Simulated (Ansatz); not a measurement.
## Response to strain in Ga2O3

Consider Ga2O3 in the corundum structure (space group R-3c, No. 167; a = 5.000 Å, c = 13.449 Å (hexagonal axes)).

Strains are applied to the cell and any free atomic positions relax.

Level of theory: PBEsol, PAW, 420 eV (Ansatz, an electronic-structure program; no SOC).

Notes on the quantities. energy relative to the base: free energy F.

| isotropic strain (%) | energy relative to the base (meV/atom) |
|---|---|
| -3 | 60.4 |
| -2.25 | ? |
| -1.5 | 14.3 |
| -0.75 | 3.5 |
| 0 | 0.0 |

### Question
Fit ΔE = Aε² + Bε³ (ε in %) to the rows shown and predict the withheld row.

### Answer
Least squares on the printed values gives A = 6.01 and B = -0.23 meV/atom (largest residual 0.0 meV/atom); this predicts 33.1 meV/atom, and the run gives 33.1 meV/atom, in agreement.

Stability against distortions was not tested.
